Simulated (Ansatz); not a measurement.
System: 1T (CdI2-type) FeI2. Method: PBE0 (Ansatz, a quantum-chemistry and plane-wave program, PAW).

Settings: plane-wave cutoff 460 eV, 9×9×4 k mesh (along the axes of the cell as run), Fermi–Dirac smearing 0.05 eV, spin-polarised with parallel moments, scalar-relativistic PAW data made under PBE.

Computed at the level's own relaxed cell.

Task: Estimate the equilibrium lattice constant a and lattice parameter c that the calculation returns.

Result: 
- equilibrium lattice constant a: 4.035 Å
- lattice parameter c: 7.648 Å

Note: the magnetic order was assumed, not searched for or taken from measurement; the cell comes from a level without a dispersion term, which matters for the spacing of layers, chains or molecules; the volume lies 13 % above that of the published cell; the cell has widely spaced layers and the level no dispersion term, so their spacing and the moduli can rest on weak binding.

Spin–orbit coupling is not included; it can open a gap where bands touch, and shift volumes and moduli.

Computed values are for the static lattice.
